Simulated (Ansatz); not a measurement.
CoSi2: Li interstitial (started 2.32 Å from the nearest host atom), symmetric start

Start from a 9-atom supercell of CoSi$_{2}$ (space group Fm-3m, No. 225; a = 5.360 Å; non-magnetic) at its relaxed geometry.

The change: a neutral Li interstitial (started 2.32 Å from the nearest host atom), symmetric start, atoms relaxed at fixed cell.

The values are results of PBE/PAW in Ansatz (a first-principles code), spin-orbit coupling left out, not measurements. Γ-centred 11×11×11 mesh, Fermi–Dirac width 0.05 eV.

| quantity | base | changed | shift |
|---|---|---|---|
| pressure | 0.0 GPa | 8.0 GPa | +8.0 GPa |
| largest displacement of a host atom from its site in the perfect cell | – | 0.13 Å | – |
| final site of the added atom | – | 8 Si at 2.37–2.41 Å and 6 Co at 2.67 Å | – |

Final structure:

```yaml
crystal:
  lattice:
    - [-2.67983, 2.67983, 0.00000]
    - [0.00000, -2.67983, 2.67983]
    - [8.03950, 5.35966, 2.67983]
  atoms:
    - { symbol: Co, position: [0.99819, 0.99819, 0.99819] }
    - { symbol: Co, position: [0.00000, 0.66667, 0.33333] }
    - { symbol: Co, position: [0.00181, 0.33515, 0.66848] }
    - { symbol: Si, position: [0.25112, 0.25112, 0.25112] }
    - { symbol: Si, position: [0.24052, 0.90719, 0.57385] }
    - { symbol: Si, position: [0.26424, 0.59757, 0.93091] }
    - { symbol: Si, position: [0.73576, 0.73576, 0.73576] }
    - { symbol: Si, position: [0.75948, 0.42615, 0.09281] }
    - { symbol: Si, position: [0.74888, 0.08222, 0.41555] }
    - { symbol: Li, position: [0.50000, 0.16667, 0.83333] }
```

Other magnetic orders, which the real material may have, were not ruled out. In so small a cell the defect repeats every few ångströms: this is an ordered compound, not a dilute defect. The defect started on the symmetric site and kept its symmetry, so it may sit on a saddle. Starting moments died away, wholly or in part, for Li interstitial (started 2.32 Å from the nearest host atom) and the base; another magnetic solution may exist. Spin-polarised in the final run: Li interstitial (started 2.32 Å from the nearest host atom); the other runs are not. An odd electron count without spin: CoSi2. The defect cell is spin-polarised and ends with 0.0 μB.
